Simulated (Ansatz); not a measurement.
**Input and output of a self-consistent single point for ScSi₂Ni₂ (I4mm, 5 atoms in the cell) (Ansatz, a first-principles code)**

Computed with PBEsol, default PAW files made with PBE (plane waves; Ansatz).

This input was run:

Ansatz 0.2 input:
```yaml
# Sc(SiNi)2
crystal:
  lattice:
    - [-1.89698200, 1.89698200, 4.73090500]
    - [1.89698200, -1.89698200, 4.73090500]
    - [1.89698200, 1.89698200, -4.73090500]
  atoms:
    - { symbol: Sc, position: [0.00528400, 0.00528400, 0.00000000] }
    - { symbol: Si, position: [0.62206000, 0.62206000, 0.00000000] }
    - { symbol: Si, position: [0.37794000, 0.37794000, 0.00000000] }
    - { symbol: Ni, position: [0.25000000, 0.75000000, 0.50000000] }
    - { symbol: Ni, position: [0.75000000, 0.25000000, 0.50000000] }
basis:
  ecutwfc: 30.9 Ry
kpoints:
  mp_grid: { grid: [8, 8, 8] }
hamiltonian:
  xc: pbesol
  pseudopotentials: { kind: paw }
scf:
  occupations: { method: fermi_dirac, width: 0.0073 Ry }
output:
  forces: true
  eigenvalues: true
  stress: true
```

Output, abridged:

```
WARN ansatz: RAYON_NUM_THREADS=1 ignored (pool sized by the plan → 1); use --threads N
basis.fft_grid_basis auto: the FFT boxes are laid along the combinations [[1, 0, 1], [0, 1, 1], [0, 0, 1]] of the cell's own vectors, 3.794, 3.794 and 5.439 Å …
Pseudopotentials: kind: paw
Pseudopotential: Sc, paw, valence charge 11
Pseudopotential: Si, paw, valence charge 4
Pseudopotential: Ni, paw, valence charge 18
Crystal: 5 atoms, lattice volume = 68.097 Å³
Basis set: ecut = 420.4159175005146 eV, 1323 PW (Γ), FFT grids on a1+a3, a2+a3, a3, exchange–correlation on 54×54×80 points (8 copies of the dense FFT grid, shifted against one another)
Bands: 33, of which v1, the nominal top of the filled ones, is band 28 counted from 1 (27 counted from 0)
Symmetry: 8 space group operations
Space group: I4mm (ITA 107), of the structure as read, at distance tolerance 4.1e-5 Å
k-points: 59 of 512 (time reversal used)
PAW frozen core: Sc, regenerated for the run's functional, and the local potential with it
PAW frozen core: Si, regenerated for the run's functional, and the local potential with it
PAW frozen core: Ni, regenerated for the run's functional, and the local potential with it
Initial density: superposition of atomic densities (neutral atoms: chi_scale 0, normalization atom), corrected by the library's trained network
Initial wavefunctions: pseudopotential atomic-orbital guess
Eigensolver: davidson
Functional: x = pbesol(κ = 0.804, μ = 0.12345679012345678), c = pbesol(β = 0.046)
SCF iter   1: F=—  HF=-14968.655129 eV  |F-HF|=—  |Δ(HF+E_count)|=         —  Δρ=1.72e-2  dr2=1.40e-1  ethr=1.77e-3  ⟨swp⟩=5.4  Hψ=7530  notcnv=0
all-band conjugate gradients solve this SCF's bands
preconditioner: auto → Kerker (q_TF=auto, 2.633 Å⁻¹)
SCF iter   2: F=—  HF=-14968.641140 eV  |F-HF|=—  |Δ(HF+E_count)|=   1.40e-2  Δρ=2.82e-3  dr2=6.83e-3  ethr=2.54e-4  ⟨swp⟩=2.8  Hψ=3429  notcnv=0
SCF iter   3: F=—  HF=-14968.640455 eV  |F-HF|=—  |Δ(HF+E_count)|=   6.85e-4  Δρ=1.28e-3  dr2=1.93e-3  ethr=1.24e-5  ⟨swp⟩=1.1  Hψ=1954  notcnv=0
SCF iter   4: F=—  HF=-14968.640162 eV  |F-HF|=—  |Δ(HF+E_count)|=   2.93e-4  Δρ=2.52e-4  dr2=6.65e-5  ethr=3.51e-6  ⟨swp⟩=2.2  Hψ=2758  notcnv=0
SCF iter   5: F=—  HF=-14968.640133 eV  |F-HF|=—  |Δ(HF+E_count)|=   2.83e-5  Δρ=5.87e-5  dr2=2.74e-6  ethr=1.21e-7  ⟨swp⟩=2.0  Hψ=3140  notcnv=0
SCF iter   6: F=—  HF=-14968.640134 eV  |F-HF|=—  |Δ(HF+E_count)|=   5.99e-7  Δρ=2.11e-5  dr2=3.79e-7  ethr=4.98e-9  ⟨swp⟩=2.3  Hψ=3132  notcnv=0
SCF iter   7: F=-14968.640134 eV  HF=-14968.640134 eV  |F-HF|=9.15e-9  |Δ(HF+E_count)|=   5.13e-8  Δρ=4.42e-6  dr2=1.63e-8  ethr=1.82e-10  ⟨swp⟩=4.7  Hψ=7642  notcnv=0
SCF 1 converged in 7 iterations: F = -14968.640134 eV  dr2 = 1.63e-8
SCF converged after 7 iterations
Free energy (F): -14968.640134 eV
Harris-Foulkes:  -14968.640134 eV  (|F-HF|=9.15e-9)
Internal energy: -14968.533126 eV  (E = F + TS)
E sigma→0 (E₀):  -14968.586630 eV
Entropy (-TS):   -0.107008 eV (-21.402 meV/atom)
Fermi energy:    13.537168 eV
--- Per-component energies (eV) ---
  E_band       = -806.316250
  E_kinetic    = 920.053397
  E_local      = -10267.967743  (includes V_loc(G=0)·N_el)
  E_nonlocal   = 1405.933146
  E_hartree    = 4377.090197
  E_xc         = -388.271091
  E_vxc        = -449.557166  (∫ρ·V_xc dr)
  E_paw        = -5120.187646  (= ΣΔE_a)
  E_vpaw       = -1168.955947  (= ΣTr[D̂ρ^β])
  E_aug_tail   = 0.001010  (compensation charges beyond the density's cutoff)
  E_ewald      = -5895.771120
  E_core_change = 0.586724  (= ΣΔE_core)
  E_smearing   = -0.107008  (= −TS)
  E_closure    = -0.000000  (closes the sum)
  Σ components = -14968.640134   (vs F -14968.640134, Δ=0.00e0)
--- Forces (eV/Å), atoms counted from 1 ---
  atom   1  Sc    -0.00000000     0.00000000    -0.25338140
  atom   2  Si     0.00000000    -0.00000000     0.05572942
  atom   3  Si    -0.00000000     0.00000000     0.05515707
  atom   4  Ni    -0.00000000     0.00000000     0.07124517
  atom   5  Ni     0.00000000    -0.00000000     0.07124517
  max |Σ_I F_I| component: 4.57e-6 eV/Å
--- Stress (GPa, compression-positive) ---
       -0.968051       0.000000      -0.000000
        0.000000      -0.968051      -0.000000
       -0.000000      -0.000000       0.427388
  P = ⅓ Tr σ = -0.5029 GPa (-5.029 kbar)
  The stress holds the Pulay correction. Without it, at fixed plane waves, as pw.x and ABINIT print it: P = -0.5467 GPa
--- Band table (eV; the first three rows and the last of 59) ---
  k-point 0: bands = ["-89.6434", "-89.6352", "-50.2213", "-50.2213", "-50.1881", "-50.1784", "-50.1723", "-50.1723", "-35.6496", "-14.4018", "-14.3519", "-14.3519", "2.0125", "6.7593", "7.4922", "9.7983", "9.7983", "10.1290", "10.3194", "11.2467", [...]
  k-point 1: bands = ["-89.6428", "-89.6358", "-50.2222", "-50.2137", "-50.1873", "-50.1801", "-50.1791", "-50.1716", "-35.6487", "-14.4001", "-14.3605", "-14.3591", "2.3044", "6.7344", "7.7249", "9.4602", "9.8347", "10.2583", "10.3385", "10.6583", [...]
  k-point 2: bands = ["-89.6414", "-89.6373", "-50.2244", "-50.1989", "-50.1953", "-50.1856", "-50.1807", "-50.1698", "-35.6464", "-14.3961", "-14.3795", "-14.3765", "3.0825", "6.7143", "8.0072", "9.1470", "9.4050", "9.9260", "10.4378", "10.4462", [...]
  k-point 58: bands = ["-89.6434", "-89.6352", "-50.2213", "-50.2213", "-50.1881", "-50.1784", "-50.1723", "-50.1723", "-35.6495", "-14.4062", "-14.3518", "-14.3518", "3.5167", "3.5473", "8.6154", "9.8927", "9.8927", "10.1649", "10.5202", "10.8790", [...]
```

The run converged in 7 iterations.

The starting cell comes from a database of computed structures (which also holds hypothetical and non-ambient phases and stackings), without a prior relaxation at this level. Its lattice was rescaled by up to half a per cent. One atom was moved a little off its site on purpose. Spin polarisation is off. Ansatz's pressure includes its estimate of the finite-basis (Pulay) stress.
